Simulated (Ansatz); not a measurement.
## Element substitutions in TiPd

Start from TiPd in the CsCl type structure (space group Pm-3m, No. 221; a = 3.1322 Å).

Each row replaces one element on all its sites; cell and atoms are relaxed.

Computed with Ansatz (a quantum-chemistry and plane-wave program) PBEsol, no SOC.

| variant | shortest interatomic distance | density |
|---|---|---|
| base | 2.713 Å | 8.34 g/cm³ |
| Pd → S | ___ | ___ |
| Pd → As | 2.729 Å | 6.52 g/cm³ |
| Pd → P | 2.631 Å | 4.67 g/cm³ |

Question: What belongs in the blanks?

Answer: 
- Pd → S, shortest interatomic distance: 2.607 Å
- Pd → S, density: 4.87 g/cm³

No phonon test of stability was made. As relaxed here, TiS, TiAs and TiP are hypothetical phases, not in the database extracts checked. All final runs are without spin polarisation. An odd electron count without spin: TiAs and TiP. TiAs and TiP have a high density of states at the Fermi level and may be magnetic at this level.
